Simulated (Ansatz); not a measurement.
## Worked example: self-consistent single point of HfTeSe (P3m1, 3 atoms in the cell) in Ansatz

Method of the run: LDA (PW92), default PAW files made with PBE (plane waves; Ansatz, an electronic-structure program).

Input:

Ansatz 0.2 input:
```yaml
crystal:
  lattice:
    - [3.864590, 0.000000, 0.000000]
    - [-1.932295, 3.346833, 0.000000]
    - [0.000000, 0.000000, 6.735732]
  atoms:
    - { symbol: Hf, position: [0.000000, 0.000000, 0.981770] }
    - { symbol: Te, position: [0.666667, 0.333333, 0.250720] }
    - { symbol: Se, position: [0.333333, 0.666667, 0.767520] }
basis:
  ecutwfc: 30.9 Ry
kpoints:
  mp_grid: { grid: [10, 10, 5] }
hamiltonian:
  xc: lda
  pseudopotentials: { kind: paw }
scf:
  occupations: { method: fermi_dirac, width: 0.0073 Ry }
output:
  forces: true
  eigenvalues: true
  stress: true
```

Log, with long lists cut:

```
WARN the atoms were moved onto the symmetric positions of the space group found under crystal.symmetry.tolerance 1.0e-5 (fractional …
WARN ansatz: RAYON_NUM_THREADS=1 ignored (pool sized by the plan → 1); use --threads N
Pseudopotentials: kind: paw
Pseudopotential: Hf, paw, valence charge 26
Pseudopotential: Te, paw, valence charge 16
Pseudopotential: Se, paw, valence charge 16
Crystal: 3 atoms, lattice volume = 87.121 Å³
Basis set: ecut = 420.4159175005146 eV, 1727 PW (Γ)
Bands: 35, of which v1, the nominal top of the filled ones, is band 29 counted from 1 (28 counted from 0)
Symmetry: 6 space group operations
Space group: P3m1 (ITA 156), of the structure as read, at distance tolerance 4.4e-5 Å
k-points: 58 of 500 (time reversal used)
PAW frozen core: Hf, regenerated for the run's functional, and the local potential with it
PAW frozen core: Te, regenerated for the run's functional, and the local potential with it
PAW frozen core: Se, regenerated for the run's functional, and the local potential with it
Initial density: superposition of atomic densities (neutral atoms: chi_scale 0, normalization atom), corrected by the library's trained network
Initial wavefunctions: pseudopotential atomic-orbital guess
Eigensolver: davidson
Functional: x = slater, c = lda
SCF iter   1: F=—  HF=-27690.427363 eV  |F-HF|=—  |Δ(HF+E_count)|=         —  Δρ=5.16e-3  dr2=3.10e-2  ethr=1.77e-3  ⟨swp⟩=6.0  Hψ=7500  notcnv=0
all-band conjugate gradients solve this SCF's bands
preconditioner: auto → LDOS
SCF iter   2: F=—  HF=-27690.432261 eV  |F-HF|=—  |Δ(HF+E_count)|=   4.90e-3  Δρ=4.24e-3  dr2=5.68e-2  ethr=5.35e-5  ⟨swp⟩=2.0  Hψ=4465  notcnv=0
SCF iter   3: F=—  HF=-27690.422589 eV  |F-HF|=—  |Δ(HF+E_count)|=   9.67e-3  Δρ=1.66e-3  dr2=1.18e-2  ethr=5.35e-5  ⟨swp⟩=2.9  Hψ=4287  notcnv=0
SCF iter   4: F=—  HF=-27690.420438 eV  |F-HF|=—  |Δ(HF+E_count)|=   2.15e-3  Δρ=4.61e-4  dr2=4.23e-4  ethr=2.03e-5  ⟨swp⟩=2.0  Hψ=2320  notcnv=0
SCF iter   5: F=—  HF=-27690.420297 eV  |F-HF|=—  |Δ(HF+E_count)|=   1.40e-4  Δρ=6.97e-5  dr2=9.73e-6  ethr=7.29e-7  ⟨swp⟩=2.2  Hψ=3126  notcnv=0
SCF iter   6: F=—  HF=-27690.420300 eV  |F-HF|=—  |Δ(HF+E_count)|=   2.20e-6  Δρ=2.68e-5  dr2=6.45e-7  ethr=1.68e-8  ⟨swp⟩=2.0  Hψ=3741  notcnv=0
SCF iter   7: F=-27690.420299 eV  HF=-27690.420299 eV  |F-HF|=8.11e-9  |Δ(HF+E_count)|=   4.91e-7  Δρ=6.40e-6  dr2=2.53e-8  ethr=1.72e-10  ⟨swp⟩=7.1  Hψ=9666  notcnv=0
SCF 1 converged in 7 iterations: F = -27690.420299 eV  dr2 = 2.53e-8
SCF converged after 7 iterations
Free energy (F): -27690.420299 eV
Harris-Foulkes:  -27690.420299 eV  (|F-HF|=8.11e-9)
Internal energy: -27690.404059 eV  (E = F + TS)
E sigma→0 (E₀):  -27690.412179 eV
Entropy (-TS):   -0.016240 eV (-5.413 meV/atom)
Fermi energy:    10.099729 eV
--- Per-component energies (eV) ---
  E_band       = -830.526253
  E_kinetic    = 722.688233
  E_local      = -11867.292171  (includes V_loc(G=0)·N_el)
  E_nonlocal   = -2126.951959
  E_hartree    = 5830.816210
  E_xc         = -524.401833
  E_vxc        = -469.224690  (∫ρ·V_xc dr)
  E_paw        = -13021.487305  (= ΣΔE_a)
  E_vpaw       = 1248.606843  (= ΣTr[D̂ρ^β])
  E_aug_tail   = -0.000835  (compensation charges beyond the density's cutoff)
  E_ewald      = -6709.127665
  E_core_change = 5.353266  (= ΣΔE_core)
  E_smearing   = -0.016240  (= −TS)
  E_closure    = 0.000000  (closes the sum)
  Σ components = -27690.420299   (vs F -27690.420299, Δ=0.00e0)
--- Forces (eV/Å), atoms counted from 1 ---
  atom   1  Hf     0.00000000    -0.00000000    -0.14290208
  atom   2  Te     0.00000000     0.00000000     0.03927142
  atom   3  Se     0.00000000    -0.00000000     0.10372098
  max |Σ_I F_I| component: 9.03e-5 eV/Å
--- Stress (GPa, compression-positive) ---
       -3.432244       0.000000       0.000000
        0.000000      -3.432244       0.000000
        0.000000       0.000000      -1.650664
  P = ⅓ Tr σ = -2.8384 GPa (-28.384 kbar)
  The stress holds the Pulay correction. Without it, at fixed plane waves, as pw.x and ABINIT print it: P = -2.8704 GPa
--- Band table (eV; the first three rows and the last of 58) ---
  k-point 0: bands = ["-52.7666", "-37.6157", "-37.6157", "-37.6093", "-37.6074", "-37.6074", "-26.0874", "-26.0874", "-26.0612", "-26.0612", "-26.0469", "-21.4089", "-21.3801", "-21.3801", "-3.5322", "-2.8026", "-2.7793", "-2.7741", "-2.7741", [...]
  k-point 1: bands = ["-52.7666", "-37.6157", "-37.6157", "-37.6093", "-37.6074", "-37.6074", "-26.0874", "-26.0874", "-26.0612", "-26.0612", "-26.0469", "-21.4089", "-21.3801", "-21.3801", "-3.5136", "-2.8025", "-2.7793", "-2.7741", "-2.7741", [...]
  k-point 2: bands = ["-52.7666", "-37.6157", "-37.6157", "-37.6093", "-37.6074", "-37.6074", "-26.0874", "-26.0874", "-26.0612", "-26.0612", "-26.0469", "-21.4089", "-21.3801", "-21.3801", "-3.4826", "-2.8023", "-2.7793", "-2.7741", "-2.7741", [...]
  k-point 57: bands = ["-52.7639", "-37.6156", "-37.6153", "-37.6090", "-37.6072", "-37.6071", "-26.0853", "-26.0829", "-26.0635", "-26.0619", "-26.0432", "-21.4584", "-21.4384", "-21.3805", "-2.9321", "-2.7957", "-2.7933", "-2.7771", "-2.7756", [...]
```

The run converged in 7 iterations.

The starting cell comes from a database of computed structures (which also holds hypothetical and non-ambient phases and stackings), without a prior relaxation at this level. Its lattice was rescaled by up to half a per cent. Spin-orbit coupling is off. Ansatz's pressure includes its estimate of the finite-basis (Pulay) stress.
